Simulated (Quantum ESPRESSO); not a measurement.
Quantum ESPRESSO is run on Mg₅Sn (P-6m2, 6 atoms in the cell), and the run fails. The aim is a self-consistent single point with DFT, LDA (PZ), plane waves, GBRV 1.5 ultrasoft (LDA) pseudopotentials.

This input was run:

```fortran
&control
 calculation = 'scf'
 prefix = 'pwscf'
 outdir = './tmp'
 pseudo_dir = './'
 tprnfor = .true.
 tstress = .true.
/
&system
 ibrav = 0
 nat = 6
 ntyp = 2
 ecutwfc = 40
 ecutrho = 200
 occupations = 'smearing'
 smearing = 'mp'
 degauss = 0.0147
/
&electrons
 conv_thr = 1.0d-9
/
ATOMIC_SPECIES
Mg    24.3050  mg_lda_v1.4.uspp.F.UPF
Sn   118.7100  sn_lda_v1.4.uspp.F.UPF
CELL_PARAMETERS angstrom
   3.318799936     0.000000000     0.000000000
  -1.659399968     2.874165055     0.000000000
   0.000000000     0.000000000    15.823113000
ATOMIC_POSITIONS crystal
Mg    0.000000000    0.000000000    0.164130000
Mg    0.000000000    0.000000000    0.835870000
Mg    0.666666667    0.333333333    0.333910000
Mg    0.666666667    0.333333333    0.666090000
Mg    0.000000000    0.000000000    0.500000000
Sn1    0.666666667    0.333333333    0.000000000
K_POINTS automatic
9 9 2  1 1 1
```

Output (repeated stretches shortened):

```
     This program is part of the open-source Quantum ESPRESSO suite
     for quantum simulation of materials; please cite

 %%%%%%%%%%%%%%%%%%%%%%%%%%%%%%%%%%%%%%%%%%%%%%%%%%%%%%%%%%%%%%%%%%%%%%%%%%%%%%
     Error in routine read_cards (6):
     species Sn1 in ATOMIC_POSITIONS is nonexistent
 %%%%%%%%%%%%%%%%%%%%%%%%%%%%%%%%%%%%%%%%%%%%%%%%%%%%%%%%%%%%%%%%%%%%%%%%%%%%%%

     stopping ...
```

Q: Read the log: what does the program object to, and what is the fix?

A: The fault is an atom label that is not in the list of species. Labels in the positions must match the species card. To fix it, correct the label. The program stopped before any SCF iteration.

The sound input it was made from differs as follows (other fixes are possible):
```diff
-Sn1    0.666666667    0.333333333    0.000000000
+Sn    0.666666667    0.333333333    0.000000000
```

With that input, the run converged in 16 iterations: free energy E − TS -10669.5489 eV; Fermi level (on the code's own zero) 5.75 eV; pressure -4.15 GPa; largest force (vector length) 0.061 eV/Å (DFT, LDA (PZ), plane waves, GBRV 1.5 ultrasoft (LDA) pseudopotentials).

On the sound input: the starting cell comes from a database of computed structures (which also holds hypothetical and non-ambient phases and stackings), without a prior relaxation at this level. Its lattice was rescaled by a random factor within 2.5 % of one. With a pressure of about -4 GPa the cell is away from its equilibrium volume at this level.
